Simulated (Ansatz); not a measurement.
## Band gap of BN (Cm, No. 8, 8 atoms in the cell; start mp-1599; a measured phase of this formula has another space group) at several levels of theory

No measured value is used here.

Unless a cell is named, each level is at its own relaxed cell (r²SCAN 8.90 Å³/atom).

Question: Put these levels in order of the band gap that they give for BN (Cm, No. 8, 8 atoms in the cell; start mp-1599; a measured phase of this formula has another space group), smallest first: HSE06 (Ansatz, a first-principles code), PBE0 (Ansatz), r²SCAN (Ansatz), r²SCAN0 (Ansatz).

Answer: r²SCAN (1.99 eV), HSE06 (2.69 eV), PBE0 (3.43 eV), r²SCAN0 (3.73 eV)

Computed values are for a static lattice.  Values are at the PBEsol cell; r²SCAN at the level's own relaxed cell. Cutoffs and k meshes differ between the levels. Ansatz's density-functional and Hartree–Fock values are scalar-relativistic unless marked +SOC, with PAW data made under PBE.

A start named mp-… is a Materials Project structure, which need not be a measured phase.
